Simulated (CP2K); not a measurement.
**Several settings converged on a (001) slab of AlTc2 (cut from a parent of space group no. 139; 6 atoms in the cell)**

```yaml
crystal:
  lattice:
    - [2.96612, 0.00000, 0.00000]
    - [0.00000, 2.96612, 0.00000]
    - [0.00000, 0.00000, 21.90558]
  atoms:
    - { symbol: Al, position: [0.00000, 0.00000, 0.60743] }
    - { symbol: Tc, position: [0.50000, 0.50000, 0.68045] }
    - { symbol: Tc, position: [0.00000, 0.00000, 0.31955] }
    - { symbol: Al, position: [0.50000, 0.50000, 0.39257] }
    - { symbol: Tc, position: [0.00000, 0.00000, 0.46558] }
    - { symbol: Tc, position: [0.50000, 0.50000, 0.53442] }
```

Base method: CP2K 2026.2 with PBEsol, GPW, DZVP-MOLOPT-SR-GTH basis, GTH-PBE potentials (GTH_POTENTIALS).

Base settings: CUTOFF = 500 Ry; REL_CUTOFF = 50 Ry; SMEAR/METHOD = FERMI_DIRAC; ELECTRONIC_TEMPERATURE = 1160.45 K; KPOINTS/SCHEME = MONKHORST-PACK 5 5 1; XC_FUNCTIONAL = PBE:PBESOL; Al/BASIS_SET = DZVP-MOLOPT-SR-GTH; Al/POTENTIAL = GTH-PBE-q3; Tc/BASIS_SET = DZVP-MOLOPT-SR-GTH; Tc/POTENTIAL = GTH-PBE-q15.

**The vacuum**

The mesh stays at the base's, so the ladder's end is converged at best in this setting alone.

Only quantities that move along the ladder and can be compared are tabulated; forces are left out, as grid noise moves with the cell.

```tsv
vacuum between outermost atoms (Å)	free energy less the last step's (meV/atom)
3.0	-255.41
4.0	-76.56
5.0	-20.07
6.0	-4.59
7.0	-0.93
8.0	-0.16
10.0	0.00
12.0	0.00
14.0	0.00
17.0	0.00
20.0	0.00
25.0	0.00
30.0	0.00
```

Smallest vacuum between outermost atoms (Å) that holds the free energy within 2 meV/atom of the last step, with all finer ones: 7.0; the step before is off by 4.6 meV/atom.

**The k-point mesh**

Moved along: GAMMA_CENTERED.

Only quantities that move along the ladder and can be compared are tabulated.

| KPOINTS/SCHEME | free energy less the last step's (meV/atom) | largest difference of a force vector from the last step's (eV/Å) |
|---|---|---|
| MONKHORST-PACK 2 2 1 | 259.24 | 2.126 |
| MONKHORST-PACK 3 3 1 | 194.71 | 1.490 |
| MONKHORST-PACK 4 4 1 | -11.25 | 0.401 |
| MONKHORST-PACK 5 5 1 | -21.43 | 0.223 |
| MONKHORST-PACK 6 6 1 | 22.38 | 0.238 |
| MONKHORST-PACK 7 7 1 | 9.35 | 0.106 |
| MONKHORST-PACK 8 8 1 | -7.98 | 0.089 |
| MONKHORST-PACK 9 9 1 | 1.08 | 0.054 |
| MONKHORST-PACK 11 11 1 | -1.57 | 0.039 |
| MONKHORST-PACK 13 13 1 | 3.20 | 0.019 |
| MONKHORST-PACK 15 15 1 | 0.00 | 0.000 |

Coarsest KPOINTS/SCHEME that holds the free energy within 5 meV/atom: not settled: the last two steps still differ by 3.2 meV/atom, over half the tolerance, so the ladder does not show it.

Coarsest KPOINTS/SCHEME that holds the forces within 0.01 eV/Å: not settled: the last two steps still differ by 0.019 eV/Å, over half the tolerance, so the ladder does not show it.

On the base run: the starting cell comes from a database of computed structures (which also holds hypothetical and non-ambient phases and stackings), without a prior relaxation at this level. The slab is cut from that crystal, and its faces are unrelaxed. Its lattice was rescaled by up to half a per cent. Spin polarisation is off. Values carry the incompleteness of an atom-centred basis. The potentials were made for another functional than the one used. Without a gap this mesh is coarse (it stands for a supercell whose shortest in-plane vector is 15 Å).
